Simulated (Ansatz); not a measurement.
The starting structures come from a database of crystals and need not be the phases stable at ambient conditions.

Tunnelling through a barrier is set by its complex band structure: the current falls as exp(−2κd) with the smallest κ.

Given:

```
CELL_PARAMETERS angstrom
      6.10526     0.00000     0.00000
      3.05121     5.28813     0.00000
      0.03306    -3.50687     5.03443
ATOMIC_POSITIONS crystal
  Ba 0.75093 0.99587 0.24494
  Ba 0.24907 0.00413 0.75506
  Ta 0.50000 0.50000 0.00000
  Bi 0.00000 0.50000 0.50000
  O  0.30058 0.95995 0.19473
  O  0.69942 0.04005 0.80527
  O  0.23478 0.50469 0.80527
  O  0.76522 0.49531 0.19473
  O  0.72914 0.43975 0.71061
  O  0.27086 0.56025 0.28939
```

The cell is taken as given; by r2SCAN it stands under a pressure of -4.2 GPa.

Transport runs along the normal of the first two printed cell vectors.

The gap is the functional's own, uncorrected, and κ follows it; spin-orbit coupling is left out. Mid-gap means the computed energy nearest the middle.

**Question.** Compute, with r2SCAN (Ansatz, a quantum-chemistry and plane-wave program), the band gap and the smallest decay constant κ at mid-gap.

**Answer.** Gap 2.89 eV on a 8×8×8 mesh; κ = 0.282 1/Å, at (0.500, 0.000) of the in-plane reciprocal vectors. At the zone centre the slowest state has κ = 0.35 1/Å.
